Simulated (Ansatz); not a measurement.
# CrO$_{2}$ in the rutile structure (space group P4_2/mnm, No. 136; ferromagnetic)

```yaml
crystal:
  lattice:
    - [4.41632, 0.00000, 0.00000]
    - [0.00000, 4.41632, 0.00000]
    - [0.00000, 0.00000, 2.93619]
  atoms:
    - { symbol: Cr, position: [0.00000, 0.00000, 0.00000] }
    - { symbol: Cr, position: [0.50000, 0.50000, 0.50000] }
    - { symbol: O, position: [0.30297, 0.30297, 0.00000] }
    - { symbol: O, position: [0.80297, 0.19703, 0.50000] }
    - { symbol: O, position: [0.19703, 0.80297, 0.50000] }
    - { symbol: O, position: [0.69703, 0.69703, 0.00000] }
```

Method: PBEsol+U (U_eff on d states: Cr 3.70 eV)/PAW in Ansatz (a program for electronic structure), no spin-orbit coupling. Settings: 11×11×16 k-points, 0.05 eV Fermi–Dirac smearing.

| Item | Result |
|---|---|
| Volume per atom | 9.54 Å³ |
| Density | 4.87 g/cm³ |
| Band gap | zero |
| Magnetic state | ferromagnetic |
| Total energy | -1489.533 eV/atom (σ→0; compares only within this code and set-up) |

The magnetic state is the one reached from the starting moments; the real material's order can differ, and small cells can't hold many antiferromagnetic ones. Whether these cells are dynamically stable was not tested. The U values are a database's picks, fitted on other projectors than the ortho-atomic ones used here.
